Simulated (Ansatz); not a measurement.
## La2O3, pressure series

Take La$_{2}$O$_{3}$ (space group P-3m1, No. 164; a = 3.940 Å, c = 6.188 Å) as the base.

Cell and atoms are relaxed at each pressure.

The values are results of PBE (Ansatz, an electronic-structure program), spin-orbit coupling left out, not measurements.

| change | c/a ratio | band gap | lattice parameter a |
|---|---|---|---|
| base | 1.570 | 3.83 eV | 3.940 Å |
| pressure −2 GPa | 1.582 | 3.82 eV | 3.955 Å |
| pressure −1 GPa | 1.576 | 3.83 eV | 3.948 Å |
| pressure 0.9 GPa | [?] | 3.84 eV | [?] |
| pressure 2.1 GPa | 1.558 | 3.85 eV | 3.926 Å |
| pressure 4.5 GPa | 1.544 | 3.86 eV | 3.912 Å |
| pressure 9 GPa | 1.517 | 3.87 eV | 3.891 Å |
| pressure 15 GPa | 1.482 | 3.84 eV | 3.869 Å |
| pressure 22.5 GPa | 1.442 | 3.78 eV | 3.848 Å |
| pressure 30 GPa | 1.410 | 3.74 eV | 3.829 Å |

Question: What belongs in the blanks?

Answer: 
- pressure 0.9 GPa, c/a ratio: 1.565
- pressure 0.9 GPa, lattice parameter a: 3.934 Å

Load acts through the strain it causes; cell and atoms are relaxed under it. Whether these cells are dynamically stable was not tested. Competing high-pressure phases were not computed.
